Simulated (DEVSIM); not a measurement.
Structure: Al0.2Ga0.8As/GaAs p-n heterojunction, at 300 K.

Layer 1 from the left is Al0.2Ga0.8As, thickness (μm) 0.650, Na (cm⁻³) 3.1e17, τn (s) 1.1e-8, τp (s) 1.1e-8. Layer 2 from the left is GaAs, thickness (μm) 0.820, Nd (cm⁻³) 2.3e15, τn (s) 1.1e-8, τp (s) 1.1e-8.

Left contact: ohmic. Right contact: ohmic. Voltage is applied to the left contact. Recombination: SRH at mid-gap, Auger. Mobility is constant in doping.

The device is made up for the run: typed textbook-type constants, with dimensions and the other settings drawn at random. Values at 300 K.

Al0.2Ga0.8As: gap (eV) 1.6734, affinity (eV) 3.912, permittivity 12.33, Nc (cm⁻³) 6.04e17, Nv (cm⁻³) 9e18, μn (cm²/Vs) 4980, μp (cm²/Vs) 250, Cn (cm⁶/s) 1e-30, Cp (cm⁶/s) 1e-30. GaAs: gap (eV) 1.424, affinity (eV) 4.07, permittivity 12.9, Nc (cm⁻³) 4.7e17, Nv (cm⁻³) 9e18, μn (cm²/Vs) 8500, μp (cm²/Vs) 400, Cn (cm⁶/s) 1e-30, Cp (cm⁶/s) 1e-30.

DEVSIM, 1D drift-diffusion, Boltzmann statistics, complete ionisation; no tunnelling, impact ionisation, image-force lowering or self-heating. Band offsets follow the typed affinities; no thermionic-emission limit at abrupt steps, no polarisation charge.

Q: What does the simulation give for the largest field in the device at zero bias, the potential step across the device at zero bias?

A: largest field in the device at zero bias 69000 V/cm; potential step across the device at zero bias 1.291 V.
